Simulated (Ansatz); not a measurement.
The parent structure is ZnInGaO4 (space group R3m, No. 160).

```
ZnInGaO4
1.0
    1.67802     0.96880     8.70383
   -1.67802     0.96880     8.70383
    0.00000    -1.93761     8.70383
In Ga Zn O
1 1 1 4
Direct
  0.99692   0.99692   0.99692
  0.21295   0.21295   0.21295
  0.78120   0.78120   0.78120
  0.13648   0.13648   0.13648
  0.87896   0.87896   0.87896
  0.28877   0.28877   0.28877
  0.70473   0.70473   0.70473
```

Cartesian axes are those of the cell as printed.

Calculations: Kohn–Sham DFT with the PBE functional, run in Ansatz (a quantum-chemistry and plane-wave program) with PAW and 420 eV plane waves, no SOC.

Base values:

```
Item                 Value
-------------  -----------
Gap character  direct at Γ
```

The change: compressive biaxial strain of 3.73 % in the plane normal to [001], as in epitaxy on a mismatched substrate; the out-of-plane cell vector and the atoms relax.

### Question
What does the calculation give for the energy relative to the base after the change?

### Answer
The energy goes up by 30 meV/atom.

### Question
How does this affect the ratio −ε⊥/ε∥?

### Answer
The ratio −ε⊥/ε∥ is 0.91.

### Question
Estimate the effect on the gap character.

### Answer
The gap character remains direct at Γ.

Gaps are read on the SCF mesh and a high-symmetry path. Whether these cells are dynamically stable was not tested.
